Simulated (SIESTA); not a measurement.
Band structure of InCuSeS (I2_12_12_1, 8 atoms in the cell).

```xyz
8
Lattice="-2.9197 2.9327 5.8749 2.9197 -2.9327 5.8749 2.9197 2.9327 -5.8749" Properties=species:S:1:pos:R:3 pbc="T T T"
In     0.0000     1.4664     1.5299
In     2.9197     1.4664    -1.5299
Cu     0.0000     1.4664     7.4673
Cu     2.9197     1.4664     4.2824
Se     1.4598     3.1312     0.0000
Se     1.4598     2.7343     5.8749
S      1.6298     0.0000     2.9374
S      1.2899     0.0000     8.8123
```

Method of the run: LDA PW92, numerical atomic orbitals DZP, PseudoDojo LDA standard norm-conserving potentials (rewritten from UPF to PSML) run with SIESTA.

Settings: XC.functional = LDA; XC.authors = PW92; potentials = PseudoDojo LDA standard; PAO.BasisSize = DZP; PAO.EnergyShift = 0.005 Ry; MeshCutoff = 300 Ry; kgrid.MonkhorstPack = 3 3 3; OccupationFunction = MP; OccupationMPOrder = 0; ElectronicTemperature = 136 meV; MaxSCFIterations = 150; SCF.Mixer.Method = Pulay; SCF.Mixer.Weight = 0.25; SCF.Mixer.History = 6.

The starting cell comes from a database of computed structures (which also holds hypothetical and non-ambient phases and stackings), without a prior relaxation at this level. Its lattice was rescaled by a random factor within 2.5 % of one. Spin polarisation is off. Values carry the incompleteness of an atom-centred basis. The run gives no clean gap (levels at the Fermi energy touch, overlap or are partly filled at this smearing), which alone does not show that the compound is a metal.

Levels in eV from the Fermi level, bands 51 to 56:
```csv
point,51,52,53,54,55,56
Γ,-1.42,-0.35,-0.07,-0.04,-0.03,1.79
X,-1.31,-0.94,-0.73,-0.45,1.62,1.78
L,-0.84,-0.74,-0.63,-0.49,1.00,1.04
T,-0.82,-0.73,-0.51,-0.37,0.77,0.84
W,-0.78,-0.78,-0.59,-0.59,1.02,1.02
R,-1.23,-1.10,-0.87,-0.43,1.64,1.93
X1,-1.31,-0.94,-0.73,-0.45,1.62,1.78
Z,-1.07,-0.95,-0.89,-0.60,1.45,1.45
Y,-1.22,-0.89,-0.66,-0.60,1.62,1.85
S,-1.11,-1.08,-0.81,-0.53,1.65,2.00
L1,-0.84,-0.74,-0.63,-0.49,1.00,1.04
Y1,-1.22,-0.89,-0.66,-0.60,1.62,1.85
```

No band crosses the Fermi level by more than 0.03 eV along this path.

Higher empty bands are left out: an atom-centred basis made for the valence describes them poorly.
